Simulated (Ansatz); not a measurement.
Consider this model of amorphous Ge20Sb10Te22.

```xyz
52
Lattice="11.6678 0.0000 0.0000 0.0000 11.6678 0.0000 0.0000 0.0000 11.6678" Properties=species:S:1:pos:R:3 pbc="T T T"
Ge    11.2203     4.5723     2.9040
Ge     4.9293     8.4838     0.4691
Ge     5.8165    11.6054     5.9914
Ge     5.6161     6.2744     4.5308
Ge     7.7876     3.3445     8.0404
Ge     7.7209     4.4164     1.3438
Ge     7.3268     2.1169    10.2987
Ge    11.3124    11.5510     4.6839
Ge     9.8432     0.3915     2.6048
Ge     2.5506    10.9066     9.0878
Ge     7.5844    11.5118     0.2023
Ge     1.6644     1.2767     6.0235
Ge     6.3003     0.5640     3.4121
Ge     8.0360     3.2609     4.5509
Ge     9.3655     2.8674     2.4566
Ge     0.5173     1.6401     1.1692
Ge     8.0360    10.3179     3.2897
Ge     1.8050    11.0527     1.3833
Ge     9.2057     5.2475    11.1442
Ge     0.9692     7.5977     6.3717
Sb    11.0920     5.3035     5.5292
Sb     4.3481     1.1242     9.9858
Sb     0.9295     3.6006     7.3721
Sb     5.5677     8.3697     8.6354
Sb     8.3164     5.3987     6.1841
Sb     5.2721     3.2469     1.1827
Sb     2.8162     4.8512     1.0474
Sb     5.2114     5.5862     7.7798
Sb    10.7774     8.5246    10.1007
Sb     9.8698     9.1640     4.9469
Te     7.0974     9.0554     6.1340
Te     8.3157     6.9028     9.2992
Te     9.9892     3.0350     9.7994
Te     7.6555     8.8186     1.0600
Te     7.9967     6.4471     3.1334
Te     5.3253     3.4795     4.1348
Te     8.3576     1.2588     6.3086
Te     0.9822     9.5271     3.4299
Te     1.9769     2.6564    10.6640
Te    11.1710     6.6011     0.7132
Te     3.5065     9.6284     6.9719
Te     4.5473    11.1946     1.4475
Te     2.8194     5.4934     6.1154
Te     3.8023     7.2404     2.7026
Te     4.9396     5.5624    10.6657
Te     7.3542    11.2633     9.1917
Te     4.2300     2.0534     7.2823
Te     0.8032     6.6021     8.8720
Te    10.3475    11.2887     0.0682
Te     1.9683     9.1707    11.0720
Te     1.8080     3.1055     3.3023
Te     0.2564     0.0330     8.1329
```

Method: PBE, scalar-relativistic without spin-orbit coupling, PAW (Ansatz default set, large-core Te) (plane waves to 420 eV; Ansatz, an electronic-structure program).

A CHGNet melt-quench gave the starting glass, which DFT then relaxed. The hot cell started wider than the set density and was brought back towards it in steps. It is the lowest in DFT energy of 4 quenches. It is a model cell: composition and starting density were chosen by hand, and all elements were melted together. No dispersion term was used. Its density started from a set value of 5.73 and ended at 5.73 g/cm³. Cooling (nominally 40 K/ps over its main leg) ran many orders faster than in experiment, which tends to leave more defects and strain. One small periodic cell is one sample of the glass; other quenches scatter about these values. The volume was held where the preparation left it, at a PBE pressure of 1.3 GPa. Stress components on the final sampling reach 1.4 GPa. On a 2×2×2 Γ-centred mesh force components of up to 0.30 eV/Å stay, since the relaxation ran on one k-point at (1/4, 1/4, 1/4).

Bonds are counted up to Ge-Ge 2.85 Å, Ge-Sb 3.02 Å, Ge-Te 3.08 Å, Sb-Sb 3.16 Å, Sb-Te 3.32 Å, Te-Te 3.31 Å.

Q: Give the coordination numbers, mean bond lengths and angles.

A: 
* **Mean coordination of Ge**: 3.80 (4 with 3, 16 with 4)
* **Mean coordination of Sb**: 3.90 (3 with 3, 5 with 4, 2 with 5)
* **Mean coordination of Te**: 2.95 (4 with 2, 15 with 3, 3 with 4)
* **Mean Ge-Te bond**: 2.780 Å (spread 0.091 Å, 41 counted)
* **Mean Ge-Ge bond**: 2.609 Å (spread 0.090 Å, 13 counted)
* **Mean Sb-Te bond**: 3.034 Å (spread 0.119 Å, 22 counted)
* **Mean Ge-Sb bond**: 2.770 Å (spread 0.057 Å, 9 counted)
* **Bond angle at Ge**: mean 104.7°, spread 20.1°
* **Bond angle at Sb**: mean 99.2°, spread 27.4°
* **Bond angle at Te**: mean 101.5°, spread 24.2°

Q: What Bader charges do the atoms carry, from a run on one k-point at (1/4, 1/4, 1/4)?

A: Means (range): Ge +0.19 e (-0.04 to +0.37), Sb +0.26 e (-0.04 to +0.44), Te -0.30 e (-0.39 to -0.20).
```csv
atom,charge (e)
Ge1,+0.15
Ge2,+0.37
Ge3,+0.30
Ge4,+0.30
Ge5,+0.17
Ge6,+0.11
Ge7,+0.16
Ge8,+0.14
Ge9,+0.07
Ge10,+0.29
Ge11,+0.22
Ge12,+0.20
Ge13,+0.17
Ge14,+0.12
Ge15,-0.04
Ge16,+0.28
Ge17,+0.05
Ge18,+0.25
Ge19,+0.29
Ge20,+0.30
Sb21,-0.04
Sb22,+0.39
Sb23,+0.27
Sb24,+0.32
Sb25,+0.16
Sb26,+0.25
Sb27,+0.44
Sb28,+0.27
Sb29,+0.42
Sb30,+0.16
Te31,-0.32
Te32,-0.35
Te33,-0.23
Te34,-0.20
Te35,-0.23
Te36,-0.25
Te37,-0.29
Te38,-0.30
Te39,-0.32
Te40,-0.22
Te41,-0.26
Te42,-0.34
Te43,-0.26
Te44,-0.35
Te45,-0.39
Te46,-0.36
Te47,-0.32
Te48,-0.34
Te49,-0.31
Te50,-0.23
Te51,-0.37
Te52,-0.31
```
